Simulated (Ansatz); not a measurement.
This Ansatz (a program for electronic structure) input is the reference run, InP in the zinc blende structure (space group F-43m, No. 216), computed with r2SCAN in Ansatz (plane waves to 500 eV, PAW, no spin-orbit coupling):

Ansatz 0.2 input:
```yaml
crystal:
  lattice:
    - [0, 2.9534756097, 2.9534756097]
    - [2.9534756097, 0, 2.9534756097]
    - [2.9534756097, 2.9534756097, 0]
  atoms:
    - { symbol: In, position: [0, 0, 0] }
    - { symbol: P, position: [0.25, 0.25, 0.25] }
basis: { ecutwfc: 500, ecutrho_ratio: 4, xc_grid: 4, fft_grid_basis: typed }
kpoints: { mp_grid: { grid: [10, 10, 10] } }
hamiltonian:
  xc: r2scan
  dispersion: none
  pseudopotentials: { kind: paw }
scf: { occupations: { method: fermi_dirac, width: 0.05 }, convergence: { dr2_threshold: 0.0000000002 } }
output: { forces: true, stress: true }
checkpoint: { write: state.ck, write_every: 1000 }
```

Problem. Write the input for this change: a negative pressure, −1 GPa.

Solution. 
Ansatz 0.2 input:
```yaml
crystal:
  lattice:
    - [0, 2.9534756097, 2.9534756097]
    - [2.9534756097, 0, 2.9534756097]
    - [2.9534756097, 2.9534756097, 0]
  atoms:
    - { symbol: In, position: [0, 0, 0] }
    - { symbol: P, position: [0.25, 0.25, 0.25] }
basis: { ecutwfc: 500, ecutrho_ratio: 4, xc_grid: 4, fft_grid_basis: typed }
kpoints: { mp_grid: { grid: [10, 10, 10] } }
hamiltonian:
  xc: r2scan
  dispersion: none
  pseudopotentials: { kind: paw }
scf: { occupations: { method: fermi_dirac, width: 0.05 } }
relax: { f_tol: 0.01, max_steps: 60, cell: { stress_tol: 0.02, p_target: -1.0 } }
output: { forces: true, stress: true }
checkpoint: { write: state.ck, write_every: 1000 }
```
This is the input that was run.

Load acts through the strain it causes; cell and atoms are relaxed under it. Whether these cells are dynamically stable was not tested.
